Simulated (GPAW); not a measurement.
Band structure of Te2Au (C2/m, 3 atoms in the cell).

```
CELL_PARAMETERS angstrom
      3.62209    -2.10455     0.00000
      3.62209     2.10455     0.00000
     -0.01077     0.00000     5.19449
ATOMIC_POSITIONS crystal
  Te 0.31867 0.31867 0.28912
  Te 0.68133 0.68133 0.71088
  Au 0.00000 0.00000 0.00000
```

Level of theory: PBEsol, GPAW PAW datasets PBEsol (made by gpaw-setup) (plane waves; GPAW).

Settings: mode = pw; ecut = 600 eV; xc = PBEsol; kpts = 7 7 5; mesh shift (steps) = 0 0 0; occupations.name = methfessel-paxton; occupations.width = 0.1 eV; occupations.order = 0; nbands = -9; convergence.density = 1e-05 e/electron; convergence.energy = 1e-05 eV/electron; symmetry.symmorphic = false; symmetry.tolerance = 0.0005; maxiter = 100.

The starting cell comes from a database of computed structures (which also holds hypothetical and non-ambient phases and stackings), without a prior relaxation at this level. Spin-orbit coupling is off.

Levels in eV from the Fermi level, bands 8 to 15:
| point | 8 | 9 | 10 | 11 | 12 | 13 | 14 | 15 |
|---|---|---|---|---|---|---|---|---|
| Γ | -3.63 | -0.79 | -0.66 | 0.00 | 0.04 | 1.01 | 2.79 | 3.23 |
| Y | -3.71 | -3.61 | -3.40 | -2.53 | -0.56 | 1.74 | 3.55 | 4.12 |
| F | -2.21 | -2.12 | -1.64 | -1.32 | 1.21 | 1.30 | 4.01 | 4.42 |
| L | -4.31 | -4.06 | -1.61 | -1.11 | -1.00 | 0.08 | 4.11 | 5.00 |
| Z | -2.17 | -2.13 | -1.64 | -1.36 | 1.24 | 1.31 | 3.99 | 4.60 |
| N | -4.23 | -4.01 | -1.72 | -0.85 | -0.39 | 0.56 | 3.59 | 4.38 |
| M | -3.61 | -3.48 | -3.24 | -2.57 | -1.17 | 1.79 | 3.63 | 4.82 |

Bands cross the Fermi level along this path, so the cell is metallic at this level.
